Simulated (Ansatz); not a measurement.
Functionals compared on CH3 on the 1x1 (111) surface of fcc Ni, ferromagnetic, one in a 2x2 cell, started at the site 'hollow Ni-Ni-Ni over Ni at depth 4.0 Å', in Ansatz (plane waves, PAW). The structure was relaxed with PBE; the other rows are single points on it, each with its references at the same level. Cutoff 420 eV.

Set-up: 20 atoms, 6.0 Å thick at the start under the adsorbate (thin: gaps and levels are the slab's own); mesh 7x7x1; 0.1 eV smearing; dipole correction on; 8 atoms held, the rest relaxed; held to the start's symmetry, so lower structures may exist; spin-polarised, no spin-orbit, no U, no dispersion correction. At the end it is bonded to 3 Ni. In PBE it is, or lies within 0.03 eV of, the lowest of the starts that converged. These notes are the PBE run's. Adsorption energies are against CH4(g) − ½ H2(g). A negative adsorption energy means that the adsorbate is more stable on the surface than in its reference.

| functional | adsorption energy (eV) | work function of the top face (eV) | change of the work function (eV) | magnetic moment of the cell (μB) | rough cost of the single point |
|---|---|---|---|---|---|
| PBE | 0.59 | 3.68 | -1.40 | 9.93 | – |
| RPBE | … | … | … | 10.07 | very roughly 5 core-minutes |

Q: Complete the blanks.

A: 
- RPBE, adsorption energy (eV): 0.93
- RPBE, work function of the top face (eV): 3.57
- RPBE, change of the work function (eV): -1.33

Ansatz is a program for electronic structure.
